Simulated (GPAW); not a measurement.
# Equation of state of fcc Pd (space group 225): energy against volume (GPAW, PBE)

```
Pd
1.0
    0.00000     1.91042     1.91042
    1.91042     0.00000     1.91042
    1.91042     1.91042     0.00000
Pd
1
Cartesian
  0.00000   0.00000   0.00000
```

Method of the run: PBE, GPAW PAW datasets PBE (gpaw-data 1.0.1) (plane waves; GPAW 25.7.0). Settings: mode = pw; ecut = 585 eV; xc = PBE; kpts = 26 26 26; mesh shift (steps) = 0 0 0; occupations.name = fermi-dirac; occupations.width = 0.05 eV; nbands = -9; convergence.forces = 0.001 eV/Å; symmetry.symmorphic = false; symmetry.tolerance = 0.0005; maxiter = 150. The cell above is the first row's. The rows scale it uniformly. In all rows the k mesh is held. E is the free energy at the stated smearing, counted from the lowest row.

```
V (Å^3/atom)  E (meV/atom)
------------  ------------
13.945               79.07
14.248               45.56
14.551               22.05
14.854                7.30
15.157                0.27
15.461                0.00
15.764                5.67
16.067               16.54
16.370                   ?
```

Taking the third-order Birch-Murnaghan form, a cubic in V^(-2/3) for E over the 8 complete rows: With u = V^(-2/3) - 0.165, the rows have u = 0.007605, 0.005150, 0.002779, 0.000490, -0.001723, -0.003871, -0.005942, -0.007948. Least squares gives E = 5.144 + 4057.85·u + 718358·u² + 3450034·u³. Residuals (row less fit): 0.002, -0.006, 0.007, -0.005, 0.003, 0.000, -0.002, 0.001; standard error 0.006 (degrees of freedom: 4). Its minimum lies at u = -0.002884, so V0 = (0.162116)^(-3/2) = 15.32. There d²E/du² = 1377000 and d³E/du³ = 2.070e7, so B0 = (4/9) × 15.32^(-7/3) × 1377000 × 0.160218 = 168 GPa (the last factor turns the table's units into GPa), and B0' = 4 + (2/3) × 0.162116 × (2.070e7)/1377000 = 5.6. The program's pressures in the fitted runs (not shown) pass through zero at V = 15.32, 0.02 % from this V0.

Q: Estimate the missing E (V = 16.370); what did the run itself give?

A: u = -0.009892, so E = 5.144 + 4057.85 × (-0.009892) + 718358 × (-0.009892)² + 3450034 × (-0.009892)³ = 31.957 meV/atom. The calculation gives 31.96 meV/atom, which the fit meets to the printed digits. The row lies outside the fitted rows, so this is an extrapolation. From the scatter of the fitted rows alone, a prediction at this place has a standard error of 0.014 meV/atom, so the miss is 0.2 times that.

Carrying the step between the two nearest rows on in a straight line would have given 27.41, off by 4.55; series whose last step already gives the withheld value aren't shown. The scan was laid around a cell of about the measured size, scaled by a guess for this functional. Spin polarisation is off. Cutoffs and mesh are single choices, not tested for convergence of this quantity. Series with a scatter that would blur these digits, or in which a gap closes, are not shown. Nor are scans whose minimum lies at an end fitted in this form.
